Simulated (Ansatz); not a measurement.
Results of PBE (PAW; Ansatz, a quantum-chemistry and plane-wave program) for BSiCN (model structure, started from the AlSiCN type, R3m, No. 160, 4 atoms in the cell).

Numerical settings: plane-wave cutoff 520 eV, 22×22×22 k mesh, Fermi–Dirac smearing 0.05 eV, scalar-relativistic PAW data made under PBE.

Cell (relaxed at this level):

```
BCNSi
1.0
    1.42181     0.82088     4.68087
   -1.42181     0.82088     4.68087
    0.00000    -1.64176     4.68087
B N Si C
1 1 1 1
Direct
  0.99364   0.99364   0.99364
  0.11945   0.11945   0.11945
  0.50437   0.50437   0.50437
  0.63257   0.63257   0.63257
```

Q: Estimate the band gap, smallest direct gap on the k points sampled and Γ–Γ gap that the calculation returns.

A: 
- band gap: 0.29 eV (indirect)
- smallest direct gap on the k points sampled: 2.33 eV
- Γ–Γ gap: 3.09 eV

Note: the relaxation could raise the start's symmetry but not lower it, so the cell can be a saddle point.

Computed values are for the static lattice.

A model structure was made by putting elements into a prototype or built by hand; it is no filed structure, need not be a known phase, and can be a saddle point held by its symmetry.
